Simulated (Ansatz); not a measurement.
**Effect of uniaxial strain ε_yy = +4.12 % on Si**

Base system: Si (space group P6_3/mmc, No. 194; a = 3.8320 Å, c = 6.3417 Å; a cell from a computed database, its experimental status unchecked). Axes: x lies along a and z along c of the hexagonal cell.

The change: uniaxial strain ε_yy = +4.12 %, all other strain components held at zero, atoms relaxed at fixed cell.

Calculations: Ansatz (a program for electronic structure) r2SCAN, spin-orbit coupling left out, earlier PAW set. k-mesh 10×10×5 (Γ-centred); smearing 0.05 eV (Fermi–Dirac).

| quantity | base | changed | shift |
|---|---|---|---|
| volume per atom | 20.16 Å³ | 20.99 Å³ | +0.83 Å³ |
| space group | P6_3/mmc (No. 194) | Cmcm (No. 63) | – |
| shortest interatomic distance | 235.3 pm | 238.0 pm | +2.7 pm |
| energy relative to the base (free energy F) | 0 meV/atom | +20 meV/atom | +20 meV/atom |
| pressure (mean of the normal stresses, compression positive) | 0.00 GPa | -3.54 GPa | -3.54 GPa |
| band gap | 0.61 eV | 0.30 eV | -0.31 eV |
| gap character | – | indirect, Γ → S | – |
| smallest direct gap | 1.36 eV | 0.77 eV | -0.59 eV |
| hole mass | – | 0.12 mₑ along x, 0.60 mₑ along y, 0.52 mₑ along z (at Γ) | – |
| valence-band top at Γ (three highest levels, from the VBM) | 0.00, 0.00, -0.38 eV | 0.00, -0.33, -0.38 eV | – |
| largest internal atomic displacement | – | 0.013 Å | – |
| stress (xx, yy, zz, yz, xz, xy; compression positive) | – | (-1.82, -7.54, -1.27, 0.00, 0.00, 0.00) GPa | – |

Final structure:

```xyz
4
Lattice="3.8320 0.0000 0.0000 -1.9160 3.4553 0.0000 0.0000 0.0000 6.3417" Properties=species:S:1:pos:R:3 pbc="T T T"
Si     0.0000     2.3145     0.3923
Si     1.9160     1.1408     5.9494
Si     1.9160     1.1408     3.5631
Si     0.0000     2.3145     2.7785
```

Effective masses come from finite differences of ±0.01 Å⁻¹. No phonon test of stability was made. This is not the structure that Si has at room temperature and ambient pressure. A zero or small gap of Si under uniaxial strain ε_yy = +4.12 % can be the functional's error rather than a property of the material. k-point labels follow each cell's own Brillouin zone.
